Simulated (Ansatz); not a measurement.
ZnS: response to strain

Base system: ZnS in the zinc blende structure (space group F-43m, No. 216).

```yaml
crystal:
  lattice:
    - [0.00000, 2.64841, 2.64841]
    - [2.64841, 0.00000, 2.64841]
    - [2.64841, 2.64841, 0.00000]
  atoms:
    - { symbol: Zn, position: [0.00000, 0.00000, 0.00000] }
    - { symbol: S, position: [0.75000, 0.75000, 0.75000] }
```

Cartesian axes are those of the cell as printed.

Strains are applied to the cell and any free atomic positions relax; under biaxial strain the out-of-plane vector relaxes too.

Method: LDA, PAW, 420 eV (Ansatz, a quantum-chemistry and plane-wave program; without spin-orbit coupling).

| biaxial strain, plane normal [111], relaxed out of plane (%) | out-of-plane strain (%) |
|---|---|
| 0 | 0.00 |
| 0.42 | -0.28 |
| 0.83 | ? |
| 1.25 | -0.82 |
| 1.67 | -1.08 |
| 2.08 | -1.34 |
| 2.5 | -1.59 |

Q: Fit ε⊥ = −νε + γε² (strains in %) to the rows shown and predict the withheld row.

A: Least squares on the printed values gives ν = 0.67 (the biaxial Poisson response) and γ = 0.015 (largest residual 0.00 %); this predicts -0.55 %, and the run gives -0.55 %, in agreement.

No phonon test of stability was made.
